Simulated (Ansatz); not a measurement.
The starting structures come from a database of crystals and need not be the phases stable at ambient conditions.

By PBEsol, the system below comes out a metal.

Here is the system:

```xyz
4
Lattice="2.5308 0.0000 0.0000 0.0000 8.2618 0.0000 1.2654 0.0000 2.1260" Properties=species:S:1:pos:R:3 pbc="T T T"
Cu     0.0000     0.0000     0.0000
Cu     0.0000     4.1309     0.0000
Cu     1.2654     6.1964     0.7086
Cu     2.5308     2.0655     1.4173
```

Space group of this cell: Cmcm. The cell is strained (lengths along the current scaled by 0.97, ions clamped); by PBEsol its mean pressure is 3.3 GPa.

The current flows along the normal of the first two printed cell vectors. No spin-orbit coupling; the value is a mean over 0.1 eV about the Fermi level.

Q: State the ballistic conductance per area according to PBEsol in Ansatz (a program for electronic structure).

A: 1.1 × 10¹⁵ S/m² for both spins.
